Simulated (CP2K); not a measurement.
Band structure of KTaO3 (Pm-3m, 5 atoms in the cell).

```
KTaO3
1.0
    4.07677     0.00000     0.00000
    0.00000     4.07677     0.00000
    0.00000     0.00000     4.07677
K Ta O
1 1 3
Direct
  0.50000   0.50000   0.50000
  0.00000   0.00000   0.00000
  0.00000   0.50000   0.00000
  0.50000   0.00000   0.00000
  0.00000   0.00000   0.50000
```

Level of theory: PBE, GPW, DZVP-MOLOPT-SR-GTH basis, GTH-PBE potentials (GTH_POTENTIALS) in CP2K 2026.2.

Settings: CUTOFF = 500 Ry; REL_CUTOFF = 60 Ry; KPOINTS/SCHEME = MACDONALD 6 6 6 0.08333333333 0.08333333333 0.08333333333; XC_FUNCTIONAL = PBE; K/BASIS_SET = DZVP-MOLOPT-SR-GTH-q9; K/POTENTIAL = GTH-PBE-q9; Ta/BASIS_SET = DZVP-MOLOPT-SR-GTH-q13; Ta/POTENTIAL = GTH-PBE-q13; O/BASIS_SET = DZVP-MOLOPT-SR-GTH-q6; O/POTENTIAL = GTH-PBE-q6; METHOD = GPW; EPS_DEFAULT = 1e-10; EXTRAPOLATION = USE_GUESS; NGRIDS = 5.

The starting cell comes from a database of computed structures (which also holds hypothetical and non-ambient phases and stackings), without a prior relaxation at this level. Its lattice was rescaled by a random factor within 2.5 % of one. Spin-orbit coupling is off. Values carry the incompleteness of an atom-centred basis.

### Question
Predict the gap along the standard path and the places of the band edges.

### Answer
The gap along the path is 1.97 eV, from R to Γ; the smallest direct gap on it is 2.73 eV.

Levels in eV from the top of the valence band on the SCF mesh, bands 17 to 21:
```
point     17     18     19     20    21
-----  -----  -----  -----  -----  ----
Γ      -1.00  -0.77  -0.77  -0.77  1.97
X      -2.04  -1.40  -0.95  -0.95  2.11
M      -1.92  -1.39  -1.39  -0.04  4.59
R      -3.73   0.00   0.00   0.00  5.85
```

Higher empty bands are left out: an atom-centred basis made for the valence describes them poorly.
